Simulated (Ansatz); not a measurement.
Worked example: relaxation of the atoms of CaAlSiH (P3m1, 4 atoms in the cell) in Ansatz (an electronic-structure program).

Method: LDA (PW92), default PAW files made with PBE (plane waves; Ansatz).

The change in words: one atom moved by 0.15 angstrom; relax: default → atoms; relax.f_tol: default → 0.2 eV/Å. Reference geometry:
```yaml
crystal:
  lattice:
    - [4.13085, 0.00000, 0.00000]
    - [-2.06542, 3.57742, 0.00000]
    - [0.00000, 0.00000, 4.68414]
  atoms:
    - { symbol: Ca, position: [0.00000, 0.00000, 0.99992] }
    - { symbol: Al, position: [0.66667, 0.33333, 0.45711] }
    - { symbol: Si, position: [0.33333, 0.66667, 0.56589] }
    - { symbol: H, position: [0.66667, 0.33333, 0.08378] }
```

Reference input (self-consistent single point, DFT, LDA (PW92), plane waves, default PAW files made with PBE): basis.ecutwfc = 420 eV; kpoints.mp_grid.grid = 7 7 5; hamiltonian.xc = lda; hamiltonian.pseudopotentials = {kind: paw} (the program's default PAW files); scf.occupations.method = fermi_dirac; scf.occupations.width = 0.01 eV. This run's input differs from it in these lines:

```diff
@@ -7,3 +7,3 @@
   atoms:
-    - { symbol: Ca, position: [0.000000, 0.000000, 0.999920] }
+    - { symbol: Ca, position: [0.000000, 0.000000, 1.031943] }
     - { symbol: Al, position: [0.666667, 0.333333, 0.457110] }
@@ -20,2 +20,4 @@
   occupations: { method: fermi_dirac, width: 0.01 eV }
+relax:
+  f_tol: 0.2
 output:
```

Output, abridged:

```
   [... SCF lines of the steps left out ...]
relax step   1: F+E_penalty+E_count = -2911.49182036 eV  Δ(F+E_penalty+E_count) = +0.000e0 eV  max|allowed force component| = 4.297e-1 eV/Å  Δτ_max = 0.0000 Å  (6 SCF iters, dr2 threshold 1.00e-4 eV, accepted)
relax step   2: F+E_penalty+E_count = -2911.50613128 eV  Δ(F+E_penalty+E_count) = -1.431e-2 eV  max|allowed force component| = 3.262e-1 eV/Å  Δτ_max = 0.1950 Å  (7 SCF iters, accepted)
relax step   3: F+E_penalty+E_count = -2911.52449188 eV  Δ(F+E_penalty+E_count) = -1.836e-2 eV  max|allowed force component| = 4.611e-2 eV/Å  Δτ_max = 0.0720 Å  (6 SCF iters, accepted)
the relaxation is at rest under the 6 symmetry operations that the run kept from its start: a minimum is not shown …
Free energy (F): -2911.524492 eV
Internal energy: -2911.524492 eV  (E = F + TS)
E sigma→0 (E₀):  -2911.524492 eV
Fermi energy:    6.807028 eV
--- Forces (eV/Å), atoms counted from 1 ---
  atom   1  Ca    -0.00000000     0.00000000     0.03777185
  atom   2  Al     0.00000000     0.00000000    -0.01189966
  atom   3  Si     0.00000000    -0.00000000    -0.04613173
  atom   4  H      0.00000000    -0.00000000     0.02018526
--- Stress (GPa, compression-positive) ---
       -3.246133       0.000000       0.000000
        0.000000      -3.246133       0.000000
   [... lines left out ...]
  atoms:
    - { symbol: Ca, position: [6.476300094654094e-17, -2.7755575615628914e-17, 1.0056752634963102] }
    - { symbol: Al, position: [0.6666666666666667, 0.33333333333333337, 0.4656486619682813] }
    - { symbol: Si, position: [0.3333333333333334, 0.6666666666666667, 0.5778375103318044] }
    - { symbol: H, position: [0.6666666666666667, 0.33333333333333337, 0.08956156420360391] }
```

The run converged.  The full log also holds: “iter 5 did not close the SCF: its close was put off for the readings that it lacked (scf_convergence_deferred on its scf_iter line)”.

Summary of the result:
| Item | Value |
|---|---|
| Free energy E − TS (on the zero of these files) | -2911.5245 eV |
| Top of the valence band (on the code's own zero) | 6.61 eV |
| Gap on the k-point mesh | 0.40 eV |
| Pressure | -3.23 GPa |
| Largest force (vector length) | 0.046 eV/Å |
| Relaxation steps | 3 |

The starting cell comes from a database of computed structures (which also holds hypothetical and non-ambient phases and stackings), without a prior relaxation at this level. Its lattice was rescaled by up to half a per cent. For this run, on top of that: one atom moved by 0.15 angstrom. The relaxation keeps the symmetry of its start, so its end need not be a minimum. Ansatz's pressure includes its estimate of the finite-basis (Pulay) stress.

Keys are those of Ansatz 0.2.
